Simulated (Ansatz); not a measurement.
Results of HSE06 in Ansatz (PAW) for Bi2SiO5 (Cmc2₁, No. 36, 16 atoms in the cell; start mp-28144).

Run with plane-wave cutoff 460 eV, 4×4×4 k mesh, Fermi–Dirac smearing 0.01 eV, scalar-relativistic PAW data made under PBE.

Cell (relaxed with PBEsol):

Space group Cmc2₁ (No. 36); a = 15.171 Å, b = 5.481 Å, c = 5.327 Å, α = β = γ = 90.00°

```csv
atom,site,symmetry,x,y,z
Si,4a,m..,0.0000,0.3211,0.3004
Bi,8b,1,0.3346,0.2791,0.2449
O,8b,1,0.2505,0.0091,0.0152
O,8b,1,0.0919,0.1739,0.3246
O,4a,m..,0.0000,0.4693,0.0283
```
(The calculation used a cell of 16 atoms; values per cell refer to that cell.)

### Question
Give the computed band gap.

### Answer

band gap: 4.00 eV (on the SCF k mesh)

Note: cell and atoms aren't relaxed at this level (largest force component 0.45 eV/Å, pressure -1.2 GPa).

Spin–orbit coupling is not included; with these elements it can move the gap by several tenths of an eV or more.

Cost on a shared machine: around 20 core-minutes (rough).

A start named mp-… is a Materials Project structure, which need not be a measured phase.

Ansatz is an electronic-structure program.
